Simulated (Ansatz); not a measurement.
Start from CdS in the zinc blende structure (space group F-43m, No. 216; a = 5.8777 Å). Axes: x, y, z lie along the cube axes.

Level of theory: r2SCAN (Ansatz, a first-principles code, PAW, no SOC).

The change: a pure shear with ε_yz = ε_zy = -0.0381; the atoms relax in the strained cell.

Q: Predict the stress tensor and what it implies for the stiffness.

A: Stress of the strained cell less that of the base (GPa, compression positive):
```
  -0.14    0.00    0.00
   0.00   -0.07    1.99
   0.00    1.99   -0.07
```

Then −Δσ/γ with γ = 2ε = -0.0762 gives secant stiffness values (nonlinear terms included at this strain): C44 ≈ 26 GPa.

As a check, the harmonic strain energy −½ V₀ Δσ:ε is 12 meV/atom; the computed energy rise is 12 meV/atom.

Stability against distortions was not tested.
